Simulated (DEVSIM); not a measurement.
Device: Pt/HfO2/p-In0.53Ga0.47As capacitor, at 300 K.

Layer 1 from the left is HfO2, thickness (nm) 21.0. Layer 2 from the left is In0.53Ga0.47As, thickness (nm) 2500, Na (cm⁻³) 5.1e16.

Metal gate on the left, work function 5.6 eV. Fixed charge at the semiconductor interface -8.5e11 cm⁻² (in units of +e); no interface traps.

Constants are typed, rounded textbook-type inputs, not results; the design itself was drawn at random and stands for no fabricated device. Values at 300 K.

HfO2: gap (eV) 5.7, affinity (eV) 2.5, permittivity 22. In0.53Ga0.47As: gap (eV) 0.74, affinity (eV) 4.51, permittivity 13.9, Nc (cm⁻³) 2.1e17, Nv (cm⁻³) 7.7e18.

DEVSIM, 1D Poisson equation in equilibrium, Boltzmann statistics, complete ionisation; no quantum confinement or tunnelling. Metal contacts follow the ideal Schottky-Mott rule: no Fermi-level pinning, no interface dipoles.

**Question.** What does the simulation give for the flat-band voltage, the minimum of the low-frequency capacitance, the threshold voltage (band bending 2φF)?

**Answer.** flat-band voltage 0.63 V; minimum of the low-frequency capacitance 0.0969 μF/cm²; threshold voltage (band bending 2φF) 1.32 V.
